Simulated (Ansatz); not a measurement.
CoSi2 (Fm-3m), PBE, DFPT electron-phonon coupling, linearised Boltzmann equation run with Ansatz (a quantum-chemistry and plane-wave program): Condition of this run: functional PBE, cell relaxed with it. phonon-limited resistivity 10.2 μΩ·cm at 300 K, 14.4 μΩ·cm at 400 K, current-weighted mean free path 9.8 nm, Drude plasma energy 6.33 eV.

Task: Estimate the electronic thermal conductivity at 300 K by the Wiedemann-Franz law (L₀ = 2.44×10⁻⁸ W·Ω/K²).

Result: L₀T/ρ = 2.44×10⁻⁸ × 300/(10.2×10⁻⁸) = 71.8 W/(m·K). Inelastic scattering puts the true Lorenz number somewhat under L₀ near and below the Debye temperature.

Task: What Drude relaxation time do resistivity and plasma energy imply?

Result: ω_p = 9.62e15 s⁻¹, so τ = 1/(ε₀ ω_p² ρ) = 12.0 fs, a damping ħ/τ of 55.0 meV.

Task: What temperature coefficient of resistance follows, and how does it compare with 1/T?

Result: (ρ₄₀₀ − ρ₃₀₀)/(100 K × ρ₃₀₀) = 4.12×10⁻³ K⁻¹, against 1/T = 3.33×10⁻³ K⁻¹ for a resistivity proportional to T. It lies higher because phonons are still being populated at 300 K; impurities would add a constant and lower it.

A metal at this level (no band gap). Only scattering by harmonic phonons is included (no impurities, grain boundaries, electron-electron scattering or thermal expansion). Spin-orbit coupling is left out. Halving the electron mesh (28x28x28) moves the resistivity by up to 2 % at 300 K, the mean free path by up to 1 %. Smearing 0.20 eV; phonons on a 5x5x5 q mesh, which this run doesn't test.

Treated as nonmagnetic (a ferromagnetic start lost its moment, other orders weren't tried): CoSi2 (Fm-3m).
